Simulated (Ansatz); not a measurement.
The parent structure is Tl in the hcp (Mg type) structure (space group P6_3/mmc, No. 194; a = 3.520 Å, c = 5.602 Å).

All numbers come from Ansatz (an electronic-structure program), r2SCAN, PAW, cutoff 500 eV, no SOC.

Before the change:

| Property | Result |
|---|---|
| Lattice parameter a | 352.0 pm |

The change: a hydrostatic pressure of 3 GPa.

Task: What does the calculation give for the lattice parameter a after the change?

Result: The lattice parameter a drops by 9.7 pm (352.0 pm → 342.3 pm).

Load acts through the strain it causes; cell and atoms are relaxed under it. Stability against distortions was not tested.
